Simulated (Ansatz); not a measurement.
Consider GaN in the zinc blende structure (space group F-43m, No. 216; a = 4.455 Å). Axes: x, y, z lie along the cube axes.

Level of theory: LDA (Ansatz, a quantum-chemistry and plane-wave program), scalar-relativistic without spin-orbit coupling.

Before the change:

```
Property                             Value
---------------------  -------------------
Band gap                           1.96 eV
Valence-band top at Γ  0.00, 0.00, 0.00 eV
```

It is then changed as follows: biaxial strain −1.67 %, plane normal [111], relaxed out of plane (Cartesian); in-plane vectors clamped, the third vector and the atoms free.

What happens to the band gap, out-of-plane strain, energy relative to the base and valence-band top at Γ?

The band gap rises by 0.088 eV, from 1.96 eV to 2.04 eV; the out-of-plane strain comes out as +0.78 %; the energy goes up by 9.3 meV/atom; the valence-band top at Γ (three highest levels, from the VBM) becomes 0.00, 0.00, -0.19 eV (base: 0.00, 0.00, 0.00 eV).

Semilocal Kohn–Sham gaps tend to fall short of experiment. Stability against distortions was not tested. This is not the structure that GaN has at room temperature and ambient pressure.
